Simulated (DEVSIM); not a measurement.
Structure: illuminated Si n-on-p cell, one wavelength, at 300 K.

Layer 1 from the left is Si, thickness (μm) 0.0780, Nd (cm⁻³) 1.1e19, τn (s) 1.1e-7, τp (s) 7.5e-8, absorption coefficient (cm⁻¹) 63000. Layer 2 from the left is Si, thickness (μm) 150, Na (cm⁻³) 1.8e17, τn (s) 3.4e-6, τp (s) 3.4e-6, absorption coefficient (cm⁻¹) 63000.

Left contact: ohmic, minority hole recombination velocity 20000 cm/s. Right contact: ohmic, minority electron recombination velocity 10000 cm/s. Voltage is applied to the left contact. Recombination: SRH at mid-gap, radiative, Auger. Light enters at the left, 3.9e17 photons cm⁻² s⁻¹, one pass, no reflection. Mobility is constant in doping.

This is a model device: material constants are rounded textbook-type values typed into the input, and sizes, dopings and lifetimes were drawn at random. Values at 300 K.

Si: gap (eV) 1.124, affinity (eV) 4.05, permittivity 11.7, Nc (cm⁻³) 2.86e19, Nv (cm⁻³) 3.1e19, μn (cm²/Vs) 1417, μp (cm²/Vs) 470, B (cm³/s) 4.7e-15, Cn (cm⁶/s) 2.8e-31, Cp (cm⁶/s) 9.9e-32.

Model (solved in DEVSIM): 1D drift-diffusion, Boltzmann statistics, complete ionisation; no tunnelling, impact ionisation, image-force lowering or self-heating.

Problem. What does the simulation give for the fill factor, the share of generated pairs collected at short circuit, the potential step across the device at zero bias?

Solution. fill factor 0.84; share of generated pairs collected at short circuit 0.994; potential step across the device at zero bias 0.966 V.
